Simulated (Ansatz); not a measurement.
Mg interstitial in beta Si3N4: one set of geometries, relaxed with PBE, evaluated in Ansatz (PAW, plane waves to 420 eV, 500 eV under r2SCAN) with PBE, r2SCAN.

Set-up: 84-site cell; 2×2×2 shifted k-points; start: void with 6N6Si nearest; charged states image-corrected; corrections pass 1 eV, so highly charged states may be off by several tenths; relaxed from one start, so a lower configuration may exist; flagged in the runs: a host whose relaxation on this sampling wasn't shown to rest.

| quantity | PBE | r2SCAN |
|---|---|---|
| host gap (eV) | 4.25 | 4.90 |
| ε(+2/+1) above the VBM (eV) | 3.09 | 3.57 |
| ε(+1/0) above the VBM (eV) | 3.25 | 3.68 |
| largest moment on one atom at charge +1 (μB) | 0.21 | 0.22 |
| neutral formation energy against hcp Mg (eV) | 4.66 | 4.92 |

PBE narrows the gap by 0.65 eV against r2SCAN, the highest level run, and puts the levels 0.46 eV lower above the valence-band maximum on average.

Ansatz is a quantum-chemistry and plane-wave program.
